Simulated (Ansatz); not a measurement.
Si₃N₄ (P6_3/m), PBEsol, rigid bands in Ansatz (a quantum-chemistry and plane-wave program): N_v = 6.04e19 cm⁻³ at 300 K and a hole conductivity mass of 1.90 mₑ along z (a = (7.62, 0.00, 0.00) Å; b = (-3.81, 6.60, 0.00) Å; c = (0.00, 0.00, 2.91) Å).

Problem. For 1e16 holes per cm³ at 300 K, place the Fermi level, estimate the Seebeck coefficient of a parabolic band with constant τ, and give mobility and conductivity for τ = 20 fs.

Solution. The level lies k_BT ln(N_v/p) = 0.225 eV above the valence-band maximum. S ≈ +(k_B/e)[ln(N_v/p) + 5/2] = 966 μV/K, against 960 μV/K from the full bands (mean over directions). μ = eτ/m = 18.5 cm²/(V·s) and σ = peμ = 0.0297 S/cm. τ is assumed, not computed.

Band transport and this doping are assumed; polarons and phonon drag are left out. Spin-orbit coupling is left out; where it splits the top of the valence band, N_v and the p-type Seebeck coefficient come out somewhat high without it.
